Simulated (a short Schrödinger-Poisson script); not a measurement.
Solved with a short Schrödinger-Poisson script written for these runs: 1D Poisson equation in equilibrium, electrons quantum, Hartree (BenDaniel-Duke, 40 states a valley, the channel's in-plane mass for all, wave functions free to enter the barrier), parabolic valleys, classical holes, full ionisation, no traps, pinning or gate leakage.

Structure: gated Al0.4Ga0.6N/GaN polarisation-induced gas, at 300 K.

From the gate side: 10 nm Al0.4Ga0.6N; 6000 nm GaN, acceptors 3e15 cm⁻³.

The device is made up for the run: typed textbook-type constants, with dimensions and the other settings drawn at random. Al0.4Ga0.6N: permittivity 9.26, conduction-band edge (eV) 0.58, gap (eV) 4.258, electron mass (mₑ) 0.248, Nv at 300 K (cm⁻³) 4.6e19. GaN: permittivity 9.5, conduction-band edge (eV) 0, gap (eV) 3.43, Nv at 300 K (cm⁻³) 4.6e19.

Channel valleys (confinement mass, in-plane density-of-states mass, number): Γ 0.2, 0.2, 1. At the gate the conduction-band edge of layer 1 lies 1.36 eV − eVg above the Fermi level of the channel; the field vanishes at the back. Sheet of polarisation charge: +2e13 e/cm² at 10 nm from the gate. The barrier under the gate holds no holes. Gaps are held at their typed values at every temperature. Mesh 0.08 nm at interfaces.

Q: Give the sheet density of all electrons at Vg = 0.5 V (cm⁻²); the lowest subband against the Fermi level at Vg = 0.5 V (meV); the capacitance at Vg = 0.5 V (μF/cm²).

A: sheet density of all electrons at Vg = 0.5 V (cm⁻²): 1.58e13; lowest subband against the Fermi level at Vg = 0.5 V (meV): -164; capacitance at Vg = 0.5 V (μF/cm²): 0.756.
